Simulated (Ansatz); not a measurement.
# Response to strain in Al2O3

Start from Al₂O₃ in the corundum structure (space group R-3c, No. 167; a = 4.774 Å, c = 13.015 Å (hexagonal axes)).

Strains are applied to the cell and any free atomic positions relax.

All numbers come from PBEsol in Ansatz (plane waves to 420 eV, PAW, no spin-orbit coupling).

Notes on the quantities. energy relative to the base: free energy F.

```tsv
isotropic strain (%)	energy relative to the base (meV/atom)
0	0.0
0.75	3.2
1.5	?
2.25	27.6
3	47.9
```

**Question.** Fit ΔE = Aε² + Bε³ (ε in %) to the rows shown and predict the withheld row.

**Answer.** Least squares on the printed values gives A = 5.84 and B = -0.17 meV/atom (largest residual 0.0 meV/atom); this predicts 12.6 meV/atom, and the run gives 12.5 meV/atom, in agreement.

Stability against distortions was not tested.

Ansatz is a program for electronic structure.
